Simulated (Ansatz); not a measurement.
Worked calculations on one periodic cell of amorphous Hf18O37Mg: Hf18O37Mg, 56 atoms, volume 737.1 Å³, made by a melt-quench on the CHGNet potential and relaxed with DFT. O atoms were pushed apart under 1.9 Å during the dynamics, to hinder bonds among them. It is a model cell: composition and starting density were chosen by hand, and all elements were melted together. Cycles of charging were run to anneal it. Calculation: PBE, scalar-relativistic without spin-orbit coupling (plane waves to 420 eV, PAW; Ansatz, a program for electronic structure). Sampling: a 2×2×2 Γ-centred mesh; Fermi-Dirac width 0.02 eV; no spin polarisation. Its volume was relaxed, its shape was free, and it stands at a mean pressure of 0.1 GPa with stress components up to 0.1 GPa; the relaxation ran on the zone centre alone. Its density went from a set 8.82 to 8.63 g/cm³. The cell is small and was quenched far faster than a real film, so it is one sample of the glass.

Q: Count formal charges (Hf +4, O -2, Mg +2). What does the count lead one to expect at the Fermi level, and what does the calculation give?

A: 18 × (+4) + 37 × (-2) + 1 × (+2) = 0. The charges balance, so the anion-derived valence states can be full and a gap can open. On this mesh the highest filled and lowest empty level lie 3.75 eV apart, the PBE gap of this cell, with a localised state at one edge or both.

Four energies for an added electron at PBE on the zone centre alone (charged cells in a uniform background, spin-polarised): neutral at the neutral geometry -305994.318 eV; charged at the neutral geometry -305978.987 eV; charged and relaxed -305979.408 eV; neutral at the charged geometry -305993.646 eV.

Q: Find the two relaxation energies and their sum, the reorganisation energy.

A: On charging: -305978.987 − (-305979.408) = 0.421 eV. On discharging: -305993.646 − (-305994.318) = 0.672 eV. The sum is 1.093 eV. The carrier's level spreads over 7 of the 56 atoms' worth, so it counts as partly localised, most on one Hf atom with neighbours O 1.97 Å, O 1.98 Å, O 2.03 Å, O 2.09 Å, O 2.38 Å (neutral geometry). The values are uncorrected: the image energy of a point charge in this cell, 2.84 × 14.40 / (2 × 9.0) = 2.3 eV before screening, is screened by electrons alone at the fixed geometry and by ions too after relaxing, and the carrier can be spread before it relaxes, so each term can be off by up to that value times 1/ε∞, some tenths of an eV. PBE's self-interaction favours spread-out carriers, so a hybrid can localise more.

Four energies for a hole at PBE on the zone centre alone (charged cells in a uniform background, spin-polarised): neutral at the neutral geometry -305994.318 eV; charged at the neutral geometry -306005.672 eV; charged and relaxed -306006.225 eV; neutral at the charged geometry -305993.121 eV.

Q: Find the two relaxation energies and their sum, the reorganisation energy.

A: On charging: -306005.672 − (-306006.225) = 0.553 eV. On discharging: -305993.121 − (-305994.318) = 1.197 eV. The sum is 1.750 eV. The carrier's level spreads over 3 of the 56 atoms' worth, so it counts as localised, most on one O atom with neighbours Hf 1.98 Å, Mg 2.13 Å, Hf 2.25 Å (neutral geometry). The values are uncorrected: the image energy of a point charge in this cell, 2.84 × 14.40 / (2 × 9.0) = 2.3 eV before screening, is screened by electrons alone at the fixed geometry and by ions too after relaxing, and the carrier can be spread before it relaxes, so each term can be off by up to that value times 1/ε∞, some tenths of an eV. PBE's self-interaction favours spread-out carriers, so a hybrid can localise more.
